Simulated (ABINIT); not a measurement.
Worked example: self-consistent single point of ZrNbB₂ (Amm2, 4 atoms in the cell) in ABINIT.

Level of theory: PBEsol, PAW (JTH v2.0 PBE PAW, files made for PBE) (plane waves; ABINIT).

The change in words: lattice scaled by 1.03; ecut: 20 Ha → 12 Ha; pawecutdg: 40 Ha → 24 Ha. Reference geometry:
```
ZrNbB2
1.0
    3.19297     0.00000     0.00000
    0.00000     1.71342     4.59195
    0.00000    -1.71342     4.59195
Zr Nb B
1 1 2
Cartesian
  0.00000   0.00000   1.36262
  1.59648   0.00000   7.91442
  1.59648   0.00000   5.03251
  0.00000   0.00000   4.05819
```

Reference input (self-consistent single point, DFT, PBEsol, plane waves, PAW (JTH v2.0 PBE PAW, files made for PBE)): pseudos = [Zr.GGA_PBE-JTH.xml, Nb.GGA_PBE-JTH.xml, B.GGA_PBE-JTH.xml]; ecut = 20 Ha; pawecutdg = 40 Ha; pawxcdev = 0; ixc = -116133; occopt = 7; tsmear = 0.00499791 Ha; ngkpt = 6 6 6; nshiftk = 1; shiftk = 0 0 0; potentials = JTH v2.0 PBE PAW; nband = 22. This run's input differs from it in these lines:

```diff
@@ -3,7 +3,7 @@
 pseudos "Zr.GGA_PBE-JTH.xml, Nb.GGA_PBE-JTH.xml, B.GGA_PBE-JTH.xml"
-acell 3.1929700000 4.9012116821 4.9012116821 Angstrom
+acell 3.2887590000 5.0482484479 5.0482484479 Angstrom
 rprim
          1.0000000000    0.0000000000    0.0000000000
-         0.0000000000    0.3495921236    0.9369019944
-         0.0000000000   -0.3495921236    0.9369019944
+         0.0000000000    0.3495921443    0.9369019867
+         0.0000000000   -0.3495921443    0.9369019867
 natom 4
@@ -13,9 +13,9 @@
 xcart
-         0.0000000000   -0.0000000000    1.3626167267
-         1.5964850000    0.0000000000    7.9144181207
-         1.5964850000    0.0000000000    5.0325071627
-         0.0000000000    0.0000000000    4.0581861508
+         0.0000000000    0.0000000000    1.4034953324
+         1.6443795000   -0.0000000000    8.1518512676
+         1.6443795000   -0.0000000000    5.1834827612
+         0.0000000000    0.0000000000    4.1799320446
       Angstrom
-ecut 20
-pawecutdg 40
+ecut 12
+pawecutdg 24
 pawxcdev 0
```

Output, abridged:

```
--- !BeginCycle
solver: {iscf: 17, nstep: 80, nline: 4, wfoptalg: 10, }
tolerances: {tolvrs: 1.00E-12, }
...

     iter   Etot(hartree)      deltaE(h)  residm     nres2
 ETOT  1  -110.55472764391    -1.106E+02 6.934E-01 1.832E+01
 ETOT  2  -110.83559676101    -2.809E-01 2.768E-02 4.916E+00
 ETOT  3  -110.82742753669     8.169E-03 1.468E-02 6.708E-01
 ETOT  4  -110.82838901659    -9.615E-04 1.449E-02 3.698E-01
 ETOT  5  -110.82707594400     1.313E-03 1.665E-03 1.516E-03
   [... 5 lines left out ...]
 ETOT 11  -110.82711913700     1.675E-10 2.823E-04 1.937E-09
 ETOT 12  -110.82711913700     4.079E-12 4.012E-04 6.899E-11
 ETOT 13  -110.82711913700    -2.416E-13 1.532E-04 9.529E-12
 ETOT 14  -110.82711913700     1.990E-13 2.159E-04 1.239E-13
 At SCF step   14       nres2   =  1.24E-13 < tolvrs=  1.00E-12 =>converged.

 Cartesian components of stress tensor (hartree/bohr^3)
  sigma(1 1)=  8.12956147E-04  sigma(3 2)=  0.00000000E+00
  sigma(2 2)=  8.65556937E-04  sigma(3 1)=  0.00000000E+00
  sigma(3 3)=  8.10386349E-04  sigma(2 1)=  0.00000000E+00

 ----iterations are completed or convergence reached----

 reduced coordinates (array xred) for    4 atoms
       0.000000000000      0.148369999998      0.148369999998
       0.500000000000      0.861769999969      0.861769999969
       0.500000000000      0.547969999982      0.547969999982
       0.000000000000      0.441879999978      0.441879999978
 cartesian forces (eV/Angstrom) at end:
    1     -0.00000000000000    -0.00000000000000    -0.32818261909464
   [... lines left out ...]
 Fermi (or HOMO) energy (eV) =  10.87657   Average Vxc (eV)= -12.01309
   [... lines left out ...]
'-kT*entropy'       : -6.63845364947482E-04
total_energy        : -1.10827119114921E+02
total_energy_eV     : -3.01575928033405E+03
...

-Cartesian components of stress tensor (GPa)         [Pressure= -2.4409E+01 GPa]
- sigma(1 1)=  2.39179916E+01  sigma(3 2)=  0.00000000E+00
- sigma(2 2)=  2.54655600E+01  sigma(3 1)=  0.00000000E+00
- sigma(3 3)=  2.38423855E+01  sigma(2 1)=  0.00000000E+00

 Calculation completed.
```

The run converged in 14 iterations. Against the reference run the free energy rises by 170 meV/atom, the pressure goes from -6.72 to -24.41 GPa and the largest force goes from 0.137 to 0.477 eV/Å.

The starting cell comes from a database of computed structures (which also holds hypothetical and non-ambient phases and stackings), without a prior relaxation at this level. For this run, on top of that: lattice scaled by 1.03. Spin polarisation is off. The potentials were made for another functional than the one used.

Cost on one core of a shared machine: roughly 50 s.
